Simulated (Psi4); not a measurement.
Psi4 1.11, PBE/def2-svp: neopentasilane ([SiH3][Si]([SiH3])([SiH3])[SiH3]), 17 atoms. The geometry is a generated start, not checked to be a minimum at this level.

```
Item                                 Result
--------------------------  ---------------
task                                 energy
method                                  pbe
basis                              def2-svp
memory                                 3 GB
maxiter                                 100
keys of the molecule block      symmetry c1
scf_type                       df (default)
e_convergence               1e-06 (default)
d_convergence               1e-06 (default)
dft_radial_points              75 (default)
dft_spherical_points          302 (default)
basis functions                         150
grid points                          362576
```

```xyz
17

Si    -0.3866    -0.8805    -2.1353
Si    -0.0032    -0.0007     0.0025
Si    -0.0270     2.3409    -0.0886
Si    -1.6774    -0.7265     1.4671
Si     2.0901    -0.7366     0.7571
H     -1.6772    -0.4674    -2.6908
H     -0.3825    -2.3448    -2.1472
H      0.6263    -0.4557    -3.1041
H      0.2231     2.9507     1.2196
H     -1.3130     2.8664    -0.5506
H      0.9888     2.8800    -0.9951
H     -3.0103    -0.2822     1.0527
H     -1.7451    -2.1849     1.5724
H     -1.4809    -0.2242     2.8290
H      2.1769    -2.1962     0.8403
H      3.1807    -0.3081    -0.1212
H      2.4172    -0.2302     2.0922
```

With the defaults (diis = true, scf_initial_accelerator = adiis, damping_percentage = 0, guess = auto, which took SAD, soscf = false, soscf_start_convergence = 0.01, diis_max_vecs = 10) it converges in 7 SCF iterations. One run each on 2 threads, with these changes:
- guess = sadno
- damping_percentage = 60
- guess = sap
- diis_max_vecs = 3
- soscf = true, soscf_start_convergence = 0.1
- guess = modhuckel
- soscf = true, soscf_start_convergence = 0.001
- guess = huckel
- diis = false, scf_initial_accelerator = none, damping_percentage = 60

**Question.** Which of these changes keep the SCF from converging, or lead it to another solution?

**Answer.** No convergence: diis = false, scf_initial_accelerator = none, damping_percentage = 60 (the run ends without SCF convergence in 100 iterations). The rest reach the solution of the defaults.

| setting | SCF iterations | JK calls | end |
|---|---|---|---|
| soscf = true, soscf_start_convergence = 0.1 | 6 | 22 | same solution |
| soscf = true, soscf_start_convergence = 0.001 | 6 | 17 | same solution |
| the defaults | 7 | 8 | same solution |
| guess = sadno | 8 | 8 | same solution |
| guess = modhuckel | 8 | 17 | same solution |
| guess = sap | 8 | 8 | same solution |
| guess = huckel | 8 | 17 | same solution |
| diis_max_vecs = 3 | 9 | 10 | same solution |
| damping_percentage = 60 | 73 | 74 | same solution |
| diis = false, scf_initial_accelerator = none, damping_percentage = 60 | 100 | 101 | no convergence |

An SOSCF iteration holds several JK calls; a Hückel guess adds calls on atoms.
